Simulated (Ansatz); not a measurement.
The reference is Ti in the hcp (Mg type) structure (space group P6_3/mmc, No. 194; a = 2.9364 Å, c = 4.6402 Å; relaxed with 0.1 eV smearing). Axes: x lies along a and z along c of the hexagonal cell.

The values are results of r2SCAN in Ansatz (plane waves to 500 eV, PAW, no spin-orbit coupling), not measurements.

One thing is altered: tensor shear ε_xz = +2.00 % (engineering shear γ = 0.0400), atoms relaxed at fixed cell.

Question: Estimate the effect on the stress and energy relative to the base.

Answer: The stress (xx, yy, zz, yz, xz, xy; compression positive) comes out as (0.1, -0.1, 0.1, 0.0, -1.9, 0.0) GPa; the energy grows by 4.1 meV/atom.

The cells carry an imposed strain or load. Whether these cells are dynamically stable was not tested. The final runs are not spin-polarised.

Ansatz is a quantum-chemistry and plane-wave program.
